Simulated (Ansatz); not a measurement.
For AlB2-type ScB2, PBEsol (plane waves, PAW; Ansatz, a quantum-chemistry and plane-wave program) gives:

```
Quantity               Value
-------------------  -------
lattice parameter a  3.126 Å
lattice parameter c  3.484 Å
```

What does r²SCAN (Ansatz, plane waves, PAW) give for the same quantities?


- lattice constant a: 3.143 Å (grows by 0.5 %)
- lattice parameter c: 3.525 Å (increases by 1.2 %)

Changes are worked out from the printed values.

Unless a cell is named, each level is at its own relaxed cell (PBEsol 9.83, r²SCAN 10.05 Å³/atom).

The crystal itself was run without spin with PBEsol, r²SCAN; a magnetic state was not tried in these runs.

Ansatz's density-functional and Hartree–Fock values are scalar-relativistic unless marked +SOC, with PAW data made under PBE.
